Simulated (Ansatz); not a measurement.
# Defect calculation: Ga_O in beta Ga2O3

All values below come from PBE, PAW (plane waves to 420 eV; Ansatz, an electronic-structure program). A 1×3×2 supercell of 120 sites was used; the energies come from a 2×2×2 shifted sampling of its zone. Site at the start: the O(2,3-fold) site. Finite-size correction: monopole term and site-potential alignment. Dielectric constants: PBE linear response of the host. Host gap at this level: 2.01 eV. These values are not converged in cell size to better than tenths of an eV. PBE underestimates the host's gap, which shifts levels and can delocalise carriers. Spin–orbit coupling is left out. Each state is the lowest found from its start.

Formation energies E_f are given with the Fermi level at the valence-band maximum. Chemical conditions: Ga-rich (Δμ(Ga) = 0.00 eV, Δμ(O) = -3.04 eV; only phases computed here count, gases as isolated molecules at 0 K); O-rich (Δμ(Ga) = -4.56 eV, Δμ(O) = 0.00 eV; only phases computed here count, gases as isolated molecules at 0 K). Reference phases: Ga: alpha gallium, O: O2 molecule in a box.

In at least one state atoms left their starting sites on relaxation (a large move, or an atom on the emptied site), so the name describes the start.

```json
[
 {"charge": "+4†", "moment (μB)": "1.0", "point group": "–", "largest move off a lattice site (Å)": "1.50", "image correction with alignment (eV)": "2.45", "E_f, Ga-rich (eV)": "–", "E_f, O-rich (eV)": "–"},
 {"charge": "+3", "moment (μB)": "not spin-polarised", "point group": "Cs", "largest move off a lattice site (Å)": "1.35", "image correction with alignment (eV)": "1.41", "E_f, Ga-rich (eV)": "-2.98", "E_f, O-rich (eV)": "4.62"},
 {"charge": "+2*", "moment (μB)": "quenched", "point group": "Cs", "largest move off a lattice site (Å)": "1.35", "image correction with alignment (eV)": "–", "E_f, Ga-rich (eV)": "–", "E_f, O-rich (eV)": "–"},
 {"charge": "+1*", "moment (μB)": "not spin-polarised", "point group": "Cs", "largest move off a lattice site (Å)": "1.35", "image correction with alignment (eV)": "–", "E_f, Ga-rich (eV)": "–", "E_f, O-rich (eV)": "–"},
 {"charge": "0*", "moment (μB)": "quenched", "point group": "Cs", "largest move off a lattice site (Å)": "1.32", "image correction with alignment (eV)": "–", "E_f, Ga-rich (eV)": "–", "E_f, O-rich (eV)": "–"}
]
```

* At this level the carrier isn't localised at the defect: at charge +2 electrons occupy the conduction band; at charge +1 electrons occupy the conduction band; at charge 0 electrons occupy the conduction band. Such a state is shallow or no state of the defect, and this cell gives it no level.

† Not settled in this cell, so no level is given: charge +4: level within 0.1 eV of a band edge or past it.

Point groups are those of the whole cell at tolerances of 0.03 and 0.1 Å ("near" where only the looser one holds); none is given for unsettled states.

Starting moments that weren't kept: charge +2 began with 1 μB and ended with 0.0; charge 0 began with 1 μB and ended with 0.0.

Flagged in the runs: a doubtful potential alignment, a host whose relaxation on this sampling wasn't shown to rest, a strain field that reaches the edge of the cell.
